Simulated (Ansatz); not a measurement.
K2Pt (Fm-3m), PBEsol, rigid bands (Ansatz, an electronic-structure program): N_c = 3.73e19 cm⁻³ at 300 K and an electron conductivity mass of 0.512 mₑ.

Q: For 1e17 electrons per cm³ at 300 K, place the Fermi level, estimate the Seebeck coefficient of a parabolic band with constant τ, and give mobility and conductivity for τ = 50 fs.

A: The level lies k_BT ln(N_c/n) = 0.153 eV below the conduction-band minimum. S ≈ −(k_B/e)[ln(N_c/n) + 5/2] = -726 μV/K, against -723 μV/K from the full bands (mean over directions). μ = eτ/m = 172 cm²/(V·s) and σ = neμ = 2.75 S/cm. τ is assumed, not computed.

Band transport and this doping are assumed; polarons and phonon drag are left out. Spin-orbit coupling is left out.

Computed structure, not matched to a measured one here, so possibly hypothetical: K2Pt (Fm-3m).
